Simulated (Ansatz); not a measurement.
Short convergence ladders for Au (Cmcm, 2 atoms in the cell)

```
Au
1.0
    1.40708    -2.54827     0.00000
    1.40708     2.54827     0.00000
    0.00000     0.00000     4.87849
Au
2
Direct
  0.66533   0.33467   0.25000
  0.33467   0.66533   0.75000
```

Base method: LDA (PW92), default PAW files made with PBE (plane waves; Ansatz, an electronic-structure program).

Base settings: basis.ecutwfc = 30.9 Ry; kpoints.mp_grid.grid = 13 13 7; hamiltonian.xc = lda; hamiltonian.pseudopotentials = {kind: paw} (the program's default PAW files); scf.occupations.method = gaussian; scf.occupations.width = 0.0073 Ry.

Core times come from one kind of shared machine, to one figure; runs under 30 s give none.

**Zone-centre phonons against the mesh**

In this ladder: phonons.method = dfpt.

Frequencies are those of the unrelaxed cell, without the LO-TO term of polar crystals.

Only quantities that move along the ladder and can be compared are tabulated.

```csv
kpoints.mp_grid.grid,highest zone-centre frequency (cm⁻¹)
4 4 2,123.3
4 4 3,131.1
5 5 3,124.0
8 8 4,125.1
20 20 10,125.1
30 30 15,125.2
```

Coarsest kpoints.mp_grid.grid that holds the highest zone-centre frequency within 1 cm⁻¹ of the last step, with all finer ones: 8 8 4; the step before is off by 1.1 cm⁻¹.

**The q mesh of the phonons**

In this ladder: kpoints.mp_grid.grid = 12 12 12; phonons.method = dfpt.

Only quantities that move along the ladder and can be compared are tabulated.

Thermal sums run over frequencies interpolated from this q mesh.

```csv
phonons.qmesh,zero-point energy (meV/atom),vibrational free energy at 300 K (meV/atom),core time / last (rough)
1 1 1,7.63,-151.27,0.04
2 2 2,14.53,-83.11,0.3
3 3 3,14.45,-82.72,1
```

Coarsest phonons.qmesh that holds the zero-point energy within 0.5 meV/atom of the last step, with all finer ones: 2 2 2, at about 0.3 of the last step's time; the step before is off by 6.8 meV/atom.

Coarsest phonons.qmesh that holds the vibrational free energy at 300 K within 1 meV/atom of the last step, with all finer ones: 2 2 2, at about 0.3 of the last step's time; the step before is off by 69 meV/atom.

On the base run: the starting cell comes from a database of computed structures (which also holds hypothetical and non-ambient phases and stackings), without a prior relaxation at this level. Its lattice was rescaled by up to half a per cent. In the base run, with a pressure of about -9 GPa the cell is away from its equilibrium volume at this level.

Keys are those of Ansatz 0.2.
